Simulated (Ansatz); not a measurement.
## What isotropic strain −2.40 % does to PbO2

Base system: PbO₂ in the rutile structure (space group P4_2/mnm, No. 136; a = 5.082 Å, c = 3.444 Å).

One thing is altered: an isotropic linear strain of −2.40 %; the atoms relax in the strained cell.

Calculations: PBE, PAW, 420 eV (Ansatz, a first-principles code; no spin-orbit coupling). k-mesh 9×9×14 (Γ-centred); smearing 0.05 eV (Fermi–Dirac).

The shortest interatomic distance drops by 0.058 Å, from 2.207 Å to 2.149 Å and the energy goes up by 31 meV/atom. The pressure (mean of the normal stresses, compression positive) goes from zero to 10.4 GPa and the band gap remains zero. The largest internal atomic displacement amounts to 0.012 Å.

Final structure:

```xyz
6
Lattice="4.9597 0.0000 0.0000 0.0000 4.9597 0.0000 0.0000 0.0000 3.3610" Properties=species:S:1:pos:R:3 pbc="T T T"
Pb     0.0000     0.0000     0.0000
Pb     2.4798     2.4798     1.6805
O      1.5193     1.5193     0.0000
O      3.9991     0.9606     1.6805
O      0.9606     3.9991     1.6805
O      3.4404     3.4404     0.0000
```

With Pb present, leaving out spin-orbit coupling can change the band edges. Stability against distortions was not tested. All final runs are without spin polarisation. Gaps under 0.05 eV, about the width of the smearing, are given as zero. A zero or small gap of PbO2 can be the functional's error rather than a property of the material.
